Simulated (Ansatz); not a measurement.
A self-consistent single point of ScBPt3 (P1, 5 atoms in the cell) with Ansatz (a program for electronic structure).

Computed with PBEsol, PAW files made with PBE (plane waves; Ansatz).

The change in words: atoms moved at random. Reference geometry:
```xyz
5
Lattice="4.2703 0.0000 0.0000 0.0000 4.2703 0.0000 0.0000 0.0000 4.2703" Properties=species:S:1:pos:R:3 pbc="T T T"
Sc     0.0000     0.0000     0.0000
B      2.1351     2.1351     2.1351
Pt     0.0000     2.1351     2.1351
Pt     2.1351     0.0000     2.1351
Pt     2.1351     2.1351     0.0000
```

Reference input (self-consistent single point, DFT, PBEsol, plane waves, PAW files made with PBE): basis.ecutwfc = 420 eV; kpoints.mp_grid.grid = 5 5 5; hamiltonian.xc = pbesol; hamiltonian.pseudopotentials = {kind: paw} (the program's default PAW files); scf.occupations.method = gaussian; scf.occupations.width = 0.05 eV. This run's input differs from it in these lines:

Ansatz 0.2 input:
```diff
@@ -6,7 +6,7 @@
   atoms:
-    - { symbol: Sc, position_ang: [0.00000000, 0.00000000, 0.00000000] }
-    - { symbol: B, position_ang: [2.13512900, 2.13512900, 2.13512900] }
-    - { symbol: Pt, position_ang: [0.00000000, 2.13512900, 2.13512900] }
-    - { symbol: Pt, position_ang: [2.13512900, 0.00000000, 2.13512900] }
-    - { symbol: Pt, position_ang: [2.13512900, 2.13512900, 0.00000000] }
+    - { symbol: Sc, position_ang: [0.04502987, 0.00309167, 0.02016416] }
+    - { symbol: B, position_ang: [2.11328236, 2.11164685, 2.13368565] }
+    - { symbol: Pt, position_ang: [0.01240510, 2.06260294, 2.15831650] }
+    - { symbol: Pt, position_ang: [2.11925218, 0.02515609, 2.12293314] }
+    - { symbol: Pt, position_ang: [2.11541749, 2.20288945, -0.02971246] }
 basis:
```

Log, with long lists cut:

```
SCF iter   1: F=—  HF=-39431.686881 eV  |F-HF|=—  |Δ(HF+E_count)|=         —  Δρ=2.91e-1  dr2=1.32e2  ethr=3.10e-3  ⟨swp⟩=4.1  Hψ=7750  notcnv=0
all-band conjugate gradients solve this SCF's bands
preconditioner: auto → Kerker (q_TF=auto, 2.667 Å⁻¹)
SCF iter   2: F=—  HF=-39425.560398 eV  |F-HF|=—  |Δ(HF+E_count)|=    6.13e0  Δρ=1.46e-1  dr2=3.49e1  ethr=3.10e-3  ⟨swp⟩=2.1  Hψ=4577  notcnv=0  defer=75
   [... lines left out ...]
SCF iter   8: F=—  HF=-39423.219679 eV  |F-HF|=—  |Δ(HF+E_count)|=   3.80e-5  Δρ=1.41e-4  dr2=3.35e-5  ethr=1.39e-7  ⟨swp⟩=2.0  Hψ=3938  notcnv=0  defer=78
SCF iter   9: F=—  HF=-39423.219675 eV  |F-HF|=—  |Δ(HF+E_count)|=   4.27e-6  Δρ=5.36e-5  dr2=5.22e-6  ethr=4.92e-8  ⟨swp⟩=1.3  Hψ=2529  notcnv=0  defer=78
SCF iter  10: F=—  HF=-39423.219674 eV  |F-HF|=—  |Δ(HF+E_count)|=   8.58e-7  Δρ=1.04e-5  dr2=1.82e-7  ethr=7.68e-9  ⟨swp⟩=1.5  Hψ=2665  notcnv=0  defer=78
SCF iter  11: F=-39423.219674 eV  HF=-39423.219674 eV  |F-HF|=3.64e-10  |Δ(HF+E_count)|=   2.78e-8  Δρ=8.47e-7  dr2=7.29e-10  ethr=1.47e-10  ⟨swp⟩=9.1  Hψ=8566  notcnv=0
SCF 1 converged in 11 iterations: F = -39423.219674 eV  dr2 = 7.29e-10
Free energy (F): -39423.219674 eV
Internal energy: -39423.213771 eV  (E = F + TS)
E sigma→0 (E₀):  -39423.216722 eV
Entropy (-TS):   -0.005903 eV (-1.181 meV/atom)
Fermi energy:    17.547207 eV
--- Forces (eV/Å), atoms counted from 1 ---
  atom   1  Sc    -0.11289889    -0.01337507    -0.03950346
  atom   2  B      0.37794392     0.45824233    -0.31119144
  atom   3  Pt    -0.39302603    -0.11728666     0.05413186
  atom   4  Pt     0.07440165    -0.55382723    -0.04335621
  atom   5  Pt     0.05357831     0.22624717     0.33991853
--- Stress (GPa, compression-positive) ---
       -7.909225      -0.120361       0.093472
       -0.120361      -7.850281       0.001491
        0.093472       0.001491      -8.074751
  P = ⅓ Tr σ = -7.9448 GPa (-79.448 kbar)
  The stress holds the Pulay correction. Without it, at fixed plane waves, as pw.x and ABINIT print it: P = -8.0086 GPa
```

The run converged in 11 iterations. Against the reference run the free energy rises by 2.8 meV/atom, the pressure goes from -8.36 to -7.94 GPa and the largest force goes from 0.000 to 0.671 eV/Å.

The starting cell comes from a database of computed structures (which also holds hypothetical and non-ambient phases and stackings), without a prior relaxation at this level. Its lattice was rescaled by a random factor within 2.5 % of one. For this run, on top of that: atoms moved at random. Spin polarisation is off. With a pressure of about -8 GPa the cell is away from its equilibrium volume at this level. Ansatz's pressure includes its estimate of the finite-basis (Pulay) stress.
